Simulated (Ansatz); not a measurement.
Start from Sr in the fcc (Cu type) structure (space group Fm-3m, No. 225; a = 6.100 Å).

Computed with r2SCAN/PAW in Ansatz (an electronic-structure program), spin-orbit coupling left out.

Before the change:

| Quantity | Result |
|---|---|
| Magnetic state | not spin-polarised |
| Density | 2.56 g/cm³ |

Now apply this change: full substitution Sr → Ho, then cell and atoms are relaxed.

### Question
How does this affect the magnetic state?

### Answer
The magnetic state becomes ferromagnetic (base: not spin-polarised).

### Question
What happens to the density?

### Answer
The density grows by 5.73 g/cm³ to 8.29 g/cm³.

The magnetic state is the one reached from the starting moments; the real material's order can differ, and small cells can't hold many antiferromagnetic ones. Open 4f shells without U are poorly described, and the f state was not checked. Whether these cells are dynamically stable was not tested. For Ho in this form, whether it has been made was not checked. This is not the structure that Ho has at room temperature and ambient pressure.
